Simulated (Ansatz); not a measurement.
## Hypothetical Pm-3n GaN: pressure series

Take GaN (space group Pm-3n, No. 223; a = 5.513 Å; a hypothetical phase, not in the database extracts checked) as the base.

Cell and atoms are relaxed at each pressure.

Calculations: PBEsol/PAW in Ansatz (a quantum-chemistry and plane-wave program), spin-orbit coupling left out.

Notes on the quantities. enthalpy: H = E + PV relative to the base's energy.

```
change            lattice parameter a       enthalpy
----------------  -------------------  -------------
base                          5.513 Å              –
pressure −2 GPa               5.539 Å  -0.18 eV/atom
pressure −1 GPa                     ?  -0.09 eV/atom
pressure 0.3 GPa              5.510 Å  +0.03 eV/atom
pressure 0.7 GPa              5.505 Å  +0.06 eV/atom
pressure 1.5 GPa              5.495 Å  +0.13 eV/atom
pressure 3 GPa                5.478 Å  +0.26 eV/atom
pressure 5 GPa                      ?  +0.43 eV/atom
pressure 7.5 GPa              5.430 Å  +0.64 eV/atom
pressure 10 GPa               5.406 Å  +0.85 eV/atom
```

Task: Some entries are withheld; estimate them.

Result: 
- pressure −1 GPa, lattice parameter a: 5.526 Å
- pressure 5 GPa, lattice parameter a: 5.456 Å

Load acts through the strain it causes; cell and atoms are relaxed under it. No phonon test of stability was made. No other phases were tried under pressure.
